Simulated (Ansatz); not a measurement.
Amorphous Si24O48W, 73 atoms at 2.44 g/cm³, one PBE-relaxed geometry, zone centre. Methods: PBE, scalar-relativistic without spin-orbit coupling (Ansatz, an electronic-structure program); r2SCAN, scalar-relativistic without spin-orbit coupling (Ansatz); HSE06, scalar-relativistic without spin-orbit coupling (Ansatz). Plane waves to 420 eV (r2SCAN 500 eV); exact exchange is cut at the cell's faces. The usual formal charges leave 6 electrons over, so the level spacing at the Fermi energy parts defect or band states and needn't be the band gap. In the spin-polarised cell the level spacing at the Fermi energy can part levels of unlike spin. At PBE the levels at both edges of the gap are localised (band-tail or defect states), and the nearest spread-out levels lie 4.5 eV apart at the zone centre.

It comes from a melt-quench run on a machine-learned potential (CHGNet), relaxed afterwards by DFT. O atoms were pushed apart under 1.9 Å during the dynamics, to hinder bonds among them. The hot cell started wider than the set density and was brought back towards it in steps. It is the lowest in DFT energy of 2 quenches. It is a model cell: composition and starting density were chosen by hand, and all elements were melted together. No dispersion term was used. Its density started from a set value of 2.44 and ended at 2.44 g/cm³. Cooling (nominally 320 K/ps over its main leg) ran many orders faster than in experiment, which tends to leave more defects and strain. One small periodic cell is one sample of the glass; other quenches scatter about these values. The volume was held where the preparation left it, at a PBE pressure of 0.5 GPa. Stress components on the final sampling reach 3.3 GPa. Cycles of charging lowered its energy after that relaxation.

The relaxation ran on the zone centre alone. At PBE the level spacing at the Fermi energy is 0.90 eV on a 2×2×2 Γ-centred mesh, and the spacing at the zone centre alone 0.91 eV.

Q: What zone-centre spacing does r2SCAN give, roughly?

A: 1.41 eV (+0.50 eV against PBE).

Q: What zone-centre spacing does HSE06 give, roughly?

A: 2.40 eV (+1.49 eV against PBE).

The highest filled and the lowest empty state spread over these numbers of atoms (participation numbers): PBE: 2.6 and 2.8; r2SCAN: 2.6 and 2.7; HSE06: 2.5 and 2.7.
